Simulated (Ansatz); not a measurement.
Take TiO₂ in the anatase structure (space group I4_1/amd, No. 141; a = 3.7393 Å, c = 9.4551 Å) as the base. Axes: x, y, z lie along a, b, c of the conventional cell.

Level of theory: LDA, PAW, 420 eV (Ansatz, a program for electronic structure; no spin-orbit coupling).

Before the change:

| Item | Value |
|---|---|
| Smallest direct gap | 2.44 eV |
| Band gap | 2.08 eV |

Now apply this change: tensile biaxial strain of 3.00 % in the plane normal to [001], as in epitaxy on a mismatched substrate; the out-of-plane cell vector and the atoms relax.

Q: How does this affect the ratio −ε⊥/ε∥?

A: The ratio −ε⊥/ε∥ is 1.34.

Q: How does this affect the smallest direct gap?

A: The smallest direct gap shrinks by 0.15 eV to 2.29 eV.

Q: Predict the new energy relative to the base.

A: The energy goes up by 19 meV/atom.

Q: What does the calculation give for the band gap after the change?

A: The band gap decreases by 0.26 eV, from 2.08 eV to 1.82 eV.

Stability against distortions was not tested. All final runs are without spin polarisation.
